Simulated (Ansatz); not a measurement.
The reference is Mg2Ge in the anti-fluorite structure (space group Fm-3m, No. 225; a = 6.364 Å). Axes: x, y, z lie along the cube axes.

Level of theory: DFT with PBEsol, PAW potentials and a 420 eV plane-wave cutoff in Ansatz (a quantum-chemistry and plane-wave program), no spin-orbit coupling.

For the base:

| Item | Result |
|---|---|
| Band gap | 0.08 eV |
| Shortest interatomic distance | 275.6 pm |
| Pressure | 0.0 GPa |

The change: uniaxial strain ε_zz = −2.00 %, all other strain components held at zero; the atoms relax in the strained cell.

Predict the new energy relative to the base.

The energy goes up by 3.1 meV/atom.

What does the calculation give for the band gap after the change?

The band gap goes from 0.08 eV to zero.

Predict the new shortest interatomic distance.

The shortest interatomic distance drops by 1.8 pm to 273.8 pm.

What happens to the pressure?

The pressure (mean of the normal stresses, compression positive) goes from zero to 1.1 GPa.

No phonon test of stability was made. The final runs are not spin-polarised. A zero or small gap of Mg2Ge can be the functional's error rather than a property of the material.
